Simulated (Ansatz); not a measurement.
# ZrRuAs: pressure 0.3 GPa

Start from ZrRuAs (space group P-62m, No. 189; a = 6.5506 Å, c = 3.8908 Å; a cell from a computed database, its experimental status unchecked).

Now apply this change: cell and atoms relaxed at a pressure of 0.3 GPa.

Level of theory: PBEsol in Ansatz (plane waves to 420 eV, PAW, no spin-orbit coupling). Γ-centred 8×8×12 mesh, Fermi–Dirac width 0.05 eV.

```tsv
quantity	base	changed	shift
volume per atom	16.07 Å³	16.04 Å³	-0.023 Å³
lattice parameter a	6.551 Å	6.547 Å	-0.0032 Å
enthalpy H = E + PV relative to the base's energy	–	+0.03 eV/atom	–
band gap	zero	zero	–
```

Final structure:

```
ZrRuAs
1.0
    6.54739     0.00000     0.00000
   -3.27369     5.67021     0.00000
    0.00000     0.00000     3.88904
Zr As Ru
3 3 3
Cartesian
  1.36756   2.36868   1.94452
 -1.90614   3.30152   1.94452
  3.81227   0.00000   1.94452
  0.00000   0.00000   1.94452
  3.27369   1.89007   0.00000
  0.00000   3.78014   0.00000
 -0.79675   1.38002   0.00000
  1.59350   0.00000   0.00000
  2.47694   4.29019   0.00000
```

Load acts through the strain it causes; cell and atoms are relaxed under it. No phonon test of stability was made. The final runs are not spin-polarised. An odd electron count without spin: ZrRuAs.

Ansatz is a quantum-chemistry and plane-wave program.
